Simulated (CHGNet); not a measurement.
## L1₂ (Cu3Au-type) Al₃Sc

Computed with the machine-learned potential CHGNet-r²SCAN (trained on r²SCAN data).

Cell: relaxed at this level.

For L1₂ (Cu3Au-type) Al₃Sc, the lattice constant a is 4.087 Å. The equilibrium volume per atom is 17.07 Å³/atom.

Measured, for comparison: lattice constant a 4.103 Å, equilibrium volume per atom 17.27 Å³/atom (room temperature, not corrected to a static lattice; as tabulated in A Combined Experimental and First-Principles Based Assessment of …). Computed (rounded) less measured: lattice constant a -0.4 %, equilibrium volume per atom -1.2 %. A static lattice is as a rule a little smaller and stiffer than an uncorrected measurement, which narrows the difference in the lattice constant a, equilibrium volume per atom and would widen misses of the other sign.

A machine-learned potential is trained on density-functional data: it inherits that level's misses and adds fitting errors of its own.
